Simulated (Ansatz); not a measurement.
## BAs, alloy series

The reference is BAs in the zinc blende structure (space group F-43m, No. 216; a = 4.768 Å).

The other end (x = 1) is GaAs in the zinc blende structure (space group F-43m, No. 216): 22.65 Å³/atom, gap 0.42 eV.

Ga replaces a fraction x of B; each row is one arrangement (x, atoms in the cell, starting space group or random), fully relaxed.

Method: PBEsol (Ansatz, a first-principles code, PAW, no spin-orbit coupling).

```tsv
Ga fraction x	volume per atom (Å³/atom)
0	13.548
0.25 (Pmm2, 8 atoms)	15.526
0.25 (Amm2, 8 atoms)	15.712
0.5 (I-42d, 8 atoms)	?
1	22.652
```

### Question
Fit V(x) = (1 − x) V(0) + x V(1) − b x(1 − x) with the ends held (b = 0 is Vegard's rule) to the rows shown and predict the withheld row.

### Answer
Least squares on the printed values gives b = 1.09 Å³/atom, against 18.100 Å³/atom from the straight line alone (largest residual 0.093 Å³/atom); this predicts 17.827 Å³/atom, and the run gives 17.545 Å³/atom, 0.282 lower.

Each cell is one ordered arrangement of few atoms, which overstates ordering effects compared with a random alloy. Whether these cells are dynamically stable was not tested.
